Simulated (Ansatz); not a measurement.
Functionals compared on a constructed model of the (100) surface of fcc Cu, a pseudomorphic layer of Si in the host's stacking (bottom of the slab: a bare face, its two planes held), in Ansatz (plane waves, PAW). The structure was relaxed with PBE; the other rows are single points on it. Cutoff 420 eV (500 eV for r2SCAN).

Set-up: 7 atoms, 10.9 Å thick at the start; mesh 15x15x1; 0.1 eV smearing; dipole correction on; 2 atoms held, the rest relaxed; symmetry of the start imposed; no spin, no spin-orbit, no U. It is one candidate, not shown to be the stable structure of the face. These notes are the PBE run's.

```json
[
 {"functional": "PBE", "work function of the top face (eV)": "4.80", "rough cost of the single point": "–"},
 {"functional": "RPBE", "work function of the top face (eV)": "(withheld)", "rough cost of the single point": "around 50 core-seconds (rough)"},
 {"functional": "r2SCAN", "work function of the top face (eV)": "4.91", "rough cost of the single point": "very roughly 80 core-seconds"}
]
```

Problem. Some entries are withheld; supply them.

Solution. 
- RPBE, work function of the top face (eV): 4.72

Ansatz is a quantum-chemistry and plane-wave program.
